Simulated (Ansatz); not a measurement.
**Fermi-surface data of Nb2Co3Si (P6_3/mmc)**

Input:

```xyz
12
Lattice="4.8051 0.0000 0.0000 -2.4026 4.1614 0.0000 0.0000 0.0000 7.4523" Properties=species:S:1:pos:R:3 pbc="T T T"
Nb     2.4026     1.3871     6.9983
Nb     0.0000     2.7742     0.4540
Nb     0.0000     2.7742     3.2722
Nb     2.4026     1.3871     4.1801
Co    -1.1780     3.4544     5.5892
Co     3.5805     0.7070     1.8631
Co     1.2246     0.7070     1.8631
Co     1.1780     3.4544     5.5892
Co     0.0000     1.4140     5.5892
Co     2.4026     2.7473     1.8631
Si     0.0000     0.0000     3.7261
Si     0.0000     0.0000     0.0000
```

The numbers are results of PBEsol, rigid bands (plane waves, PAW, scalar-relativistic; Ansatz, an electronic-structure program), not measurements. How the cell was made: cell and atoms relaxed with PBEsol.

```json
{
  "density of states at the Fermi level": "13.5 states/(eV·cell), both spins",
  "bare Sommerfeld coefficient": "2.6 mJ/(mol of atoms·K²)",
  "drude_plasma_energy": "2.9 (x), 2.9 (y), 3.3 (z) eV",
  "root-mean-square Fermi velocity": "2.0e5 m/s",
  "resistivity times τ": "59 (x), 59 (y), 44 (z) ×10⁻²² Ω·m·s"
}
```

A metal at this level (no band gap); rigid bands, thermally averaged at 300 K, both spins. Spin-orbit coupling is left out. τ is one relaxation time for all states.

Computed structure with no diffraction record at hand here (it may be known, metastable or hypothetical): Nb2Co3Si (P6_3/mmc). Treated as nonmagnetic (a ferromagnetic start lost its moment, other orders weren't tried): Nb2Co3Si (P6_3/mmc).
